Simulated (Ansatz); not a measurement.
# How a calculation on LaGe2 (P6_222, 9 atoms in the cell) responds to its settings

```xyz
9
Lattice="5.4926 0.0000 0.0000 -2.7463 4.7567 0.0000 0.0000 0.0000 7.8998" Properties=species:S:1:pos:R:3 pbc="T T T"
La     2.7463     0.0000     0.0000
La     1.3731     2.3784     2.6333
La    -1.3731     2.3784     5.2666
Ge     0.0000     1.5753     0.0000
Ge     4.1283     0.7877     2.6333
Ge     1.3820     3.9691     5.2666
Ge     2.7463     3.1814     0.0000
Ge    -1.3820     3.9691     2.6333
Ge     1.3643     0.7877     5.2666
```

Base run A: Ansatz (a first-principles code) with PBE, self-consistent single point.

Its settings: basis.ecutwfc = 420 eV; kpoints.mp_grid.grid = 4 4 2; hamiltonian.xc = pbe; hamiltonian.pseudopotentials = {kind: paw} (the program's default PAW files); scf.occupations.method = gaussian; scf.occupations.width = 0.136 eV.

The starting cell was generated: these elements placed on a structure prototype, without a prior relaxation; it need not be a known phase or ordering of this composition. In the base run, with a pressure of about 5 GPa the cell is away from its equilibrium volume at this level. Ansatz's pressure includes its estimate of the finite-basis (Pulay) stress. Without a gap this mesh is coarse (it stands for a supercell whose shortest vector is 16 Å).

ΔF is the free energy per atom less that of run A. 

Run A gave: pressure (GPa) 4.57; largest force (eV/Å) 0.140; TS (meV/atom) 7.1; k-points 8.

Runs:
- B: kpoints.mp_grid.grid, scf.occupations.width = 2 2 2, 0.03 eV
- C: kpoints.mp_grid.grid, scf.occupations.width = 2 2 2, 0.1 eV
- D: kpoints.mp_grid.grid, scf.occupations.width = 2 2 2, 0.3 eV
- E: kpoints.mp_grid.grid, scf.occupations.width = 3 3 2, 0.03 eV
- F: kpoints.mp_grid.grid, scf.occupations.width = 3 3 2, 0.1 eV
- G: kpoints.mp_grid.grid, scf.occupations.width = 3 3 2, 0.3 eV
- H: kpoints.mp_grid.grid, scf.occupations.width = 4 4 2, 0.03 eV
- I: kpoints.mp_grid.grid, scf.occupations.width = 4 4 2, 0.1 eV
- J: kpoints.mp_grid.grid, scf.occupations.width = 4 4 2, 0.3 eV
- K: kpoints.mp_grid.grid, scf.occupations.width = 4 4 3, 0.03 eV
- L: kpoints.mp_grid.grid, scf.occupations.width = 4 4 3, 0.1 eV
- M: kpoints.mp_grid.grid, scf.occupations.width = 4 4 3, 0.3 eV

### Question
What does run I change against A?

### Answer
The free energy goes up by 1.6 meV/atom, the pressure hardly changes (4.57 to 4.54 GPa) and the largest force goes from 0.140 to 0.131 eV/Å.

| run | ΔF (meV/atom) | pressure (GPa) | largest force (eV/Å) | TS (meV/atom) | k-points |
|---|---|---|---|---|---|
| A | 0.00 | 4.57 | 0.140 | 7.1 | 8 |
| B | -100.7 | 3.22 | 0.211 | 0.4 | 4 |
| C | -103.0 | 3.25 | 0.162 | 4.2 | 4 |
| D | -115.1 | 3.29 | 0.185 | 25.0 | 4 |
| E | 44.3 | 5.22 | 0.097 | 1.1 | 6 |
| F | 41.0 | 5.25 | 0.100 | 6.3 | 6 |
| G | 16.6 | 5.34 | 0.171 | 51.2 | 6 |
| H | 3.3 | 4.44 | 0.144 | 0.3 | 8 |
| I | 1.64 | 4.54 | 0.131 | 3.9 | 8 |
| J | -14.1 | 4.71 | 0.198 | 36.0 | 8 |
| K | 11.2 | 4.64 | 0.174 | 0.8 | 8 |
| L | 8.4 | 4.63 | 0.198 | 5.4 | 8 |
| M | -10.6 | 4.72 | 0.237 | 41.1 | 8 |

Keys are those of Ansatz 0.2.
